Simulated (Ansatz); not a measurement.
**KTaO3 under a change: O → C**

Base system: KTaO3 in the cubic perovskite structure (space group Pm-3m, No. 221; a = 3.9842 Å).

It is then changed as follows: every O is replaced by C; the structure is relaxed again.

The values are results of PBEsol/PAW in Ansatz (a quantum-chemistry and plane-wave program), scalar-relativistic without spin-orbit coupling, earlier PAW set, not measurements. Settings: 11×11×11 k-points, 0.05 eV Fermi–Dirac smearing, for the changed cell.

```
quantity                        base          changed        shift
-------------------  ---------------  ---------------  -----------
volume per atom             12.65 Å³         15.26 Å³     +2.61 Å³
density                   7.04 g/cm³       5.57 g/cm³  -1.47 g/cm³
lattice parameter a          3.984 Å          4.242 Å    +0.2574 Å
space group          Pm-3m (No. 221)  Pm-3m (No. 221)            –
band gap                     2.15 eV             zero            –
```

With Ta present, leaving out spin-orbit coupling can change the band edges. Stability against distortions was not tested. As relaxed here, KTaC3 is a hypothetical phase, not in the database extracts checked. All final runs are without spin polarisation. KTaC3 has a high density of states at the Fermi level and may be magnetic at this level.
